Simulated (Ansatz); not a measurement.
Functionals compared on N on the 1x1 (0001) surface of hcp Co, ferromagnetic, one in a 2x2 cell, started at the site 'bridge Co-Co (span 2.5 Å)', in Ansatz (plane waves, PAW). The structure was relaxed with PBE; the other rows are single points on it, each with its references at the same level. Cutoff 420 eV.

Model: 17-atom slab, 6.0 Å thick at the start under the adsorbate (thin: gaps and levels are the slab's own), 7x7x1 mesh, Fermi-Dirac 0.1 eV, dipole correction, 8 atoms held, the rest relaxed; symmetry of the start imposed; spin-polarised, no spin-orbit, no U, no dispersion correction. At the end it is bonded to 3 Co. In PBE it is, or lies within 0.03 eV of, the lowest of the starts that converged. These notes are the PBE run's. RPBE: The program's check for a lower electronic state was not made. Adsorption energies are against ½ N2(g). A negative adsorption energy means that the adsorbate is more stable on the surface than in its reference.

| functional | adsorption energy (eV) | work function of the top face (eV) | change of the work function (eV) | magnetic moment of the cell (μB) | rough cost of the single point |
|---|---|---|---|---|---|
| PBE | -0.38 | 5.44 | 0.47 | 24.76 | – |
| RPBE | 0.00 | 5.27 | 0.47 | 25.01 | very roughly 9 core-minutes |

Ansatz is a quantum-chemistry and plane-wave program.
